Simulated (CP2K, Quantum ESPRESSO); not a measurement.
A Quantum ESPRESSO input for a self-consistent single point of Hg₃Ge (P1, 8 atoms in the cell) (DFT, LDA (PZ), plane waves, GBRV 1.5 ultrasoft (LDA) pseudopotentials):

```fortran
&CONTROL
  calculation = 'scf',
  prefix = 'scf',
  outdir = './tmp/',
  pseudo_dir = './',
  tprnfor = .true.,
  tstress = .true.,
/
&SYSTEM
  ibrav = 0,
  nat = 8,
  ntyp = 2,
  ecutwfc = 50,
  ecutrho = 250,
  occupations = 'smearing',
  smearing = 'gaussian',
  degauss = 0.0073499,
/
&ELECTRONS
  conv_thr = 1.0e-11,
  mixing_beta = 0.7,
/
ATOMIC_SPECIES
Ge    72.6300  ge_lda_v1.4.uspp.F.UPF
Hg   200.5920  hg_lda_v1.uspp.F.UPF
CELL_PARAMETERS {angstrom}
   6.4704600000     0.0000000000     0.0000000000
  -3.2352300000     5.6035830000     0.0000000000
   0.0000000000     0.0000000000     5.2472400000
ATOMIC_POSITIONS {crystal}
Ge    0.6648880000    0.3280420000    0.2423610000
Ge    0.3305410000    0.6679870000    0.7578190000
Hg    0.3396590000    0.1775550000    0.7465260000
Hg    0.6640000000    0.8294860000    0.2550890000
Hg    0.1641070000    0.3275510000    0.2510160000
Hg    0.8352890000    0.6693430000    0.7440110000
Hg    0.8322450000    0.1707300000    0.7528790000
Hg    0.1692700000    0.8293060000    0.2503000000
K_POINTS {automatic}
3 3 4  0 0 0
```

**Question.** Give the CP2K input for the same structure, mesh, smearing and functional.

**Answer.** This is the input that was run; spellings and numerical settings could be chosen otherwise.

```
&GLOBAL
  PROJECT calc
  RUN_TYPE ENERGY_FORCE
  PRINT_LEVEL LOW
&END GLOBAL
&FORCE_EVAL
  METHOD Quickstep
  STRESS_TENSOR ANALYTICAL
  &DFT
    BASIS_SET_FILE_NAME BASIS_MOLOPT
    POTENTIAL_FILE_NAME GTH_POTENTIALS
    &QS
      METHOD GPW
      EPS_DEFAULT 1E-11
    &END QS
    &MGRID
      CUTOFF 500
      REL_CUTOFF 60
      NGRIDS 5
    &END MGRID
    &SCF
      SCF_GUESS ATOMIC
      EPS_SCF 1E-7
      MAX_SCF 100
      ADDED_MOS 14
      &DIAGONALIZATION
        ALGORITHM STANDARD
      &END DIAGONALIZATION
      &MIXING
        METHOD BROYDEN_MIXING
        ALPHA 0.2
        NBUFFER 8
      &END MIXING
      &SMEAR ON
        METHOD GAUSSIAN
        SIGMA [eV] 0.1
      &END SMEAR
    &END SCF
    &KPOINTS
      SCHEME MONKHORST-PACK 3 3 4
      GAMMA_CENTERED T
    &END KPOINTS
    &XC
      &XC_FUNCTIONAL PADE
      &END XC_FUNCTIONAL
    &END XC
    &PRINT
      &MO
        EIGENVALUES T
        OCCUPATION_NUMBERS T
        NDIGITS 8
        FILENAME mo
        &EACH
          QS_SCF 0
        &END EACH
        ADD_LAST NUMERIC
      &END MO
      &MULLIKEN OFF
      &END MULLIKEN
    &END PRINT
  &END DFT
  &SUBSYS
    &CELL
      ABC 6.47046000 6.47046023 5.24724000
      ALPHA_BETA_GAMMA 90.00000000 90.00000000 119.99999882
      PERIODIC XYZ
    &END CELL
    &COORD
      SCALED
      Ge       0.66488800     0.32804200     0.24236100
      Ge       0.33054100     0.66798700     0.75781900
      Hg       0.33965900     0.17755500     0.74652600
      Hg       0.66400000     0.82948600     0.25508900
      Hg       0.16410700     0.32755100     0.25101600
      Hg       0.83528900     0.66934300     0.74401100
      Hg       0.83224500     0.17073000     0.75287900
      Hg       0.16927000     0.82930600     0.25030000
    &END COORD
    &KIND Ge
      BASIS_SET DZVP-MOLOPT-SR-GTH
      POTENTIAL GTH-PADE-q4
    &END KIND
    &KIND Hg
      BASIS_SET DZVP-MOLOPT-SR-GTH
      POTENTIAL GTH-PADE-q12
    &END KIND
  &END SUBSYS
  &PRINT
    &FORCES ON
    &END FORCES
    &STRESS_TENSOR ON
    &END STRESS_TENSOR
  &END PRINT
&END FORCE_EVAL
```

Basis settings and potentials, where a program has them, do not carry over. This input uses DFT LDA (Pade form), GPW, DZVP-MOLOPT-SR-GTH basis, GTH-PADE potentials (GTH_POTENTIALS). LDA parametrisations can differ slightly between programs.

The starting cell comes from a database of computed structures (which also holds hypothetical and non-ambient phases and stackings), without a prior relaxation at this level. For this run, on top of that: atoms moved at random.
